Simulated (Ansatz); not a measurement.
NiAs-type NiSb was calculated with r²SCANh (Ansatz, a quantum-chemistry and plane-wave program, PAW).

Run with plane-wave cutoff 520 eV, 9×9×6 k mesh (along the axes of the cell as run), Fermi–Dirac smearing 0.05 eV, no spin polarisation, scalar-relativistic PAW data made under PBE.

Computed at the level's own relaxed cell.

**Question.** What does this level give for the equilibrium lattice constant a and lattice parameter c?

**Answer.** 
* **equilibrium lattice constant a**: 3.905 Å
* **lattice parameter c**: 5.113 Å

Measured, for comparison: lattice constant a 3.946 Å, lattice parameter c 5.148 Å (temperature not stated, not corrected to a static lattice; as tabulated in Wikipedia's data pages). Computed (rounded) less measured: lattice constant a -1.0 %, lattice parameter c -0.7 %. A static lattice is as a rule a little smaller and stiffer than an uncorrected measurement, which narrows the difference in the lattice constant a, lattice parameter c and would widen misses of the other sign.

Note: the run has no spin polarisation, so it can have missed a magnetic state.

Spin–orbit coupling is not included.

Cost on a shared machine: around 90 core-minutes (rough).
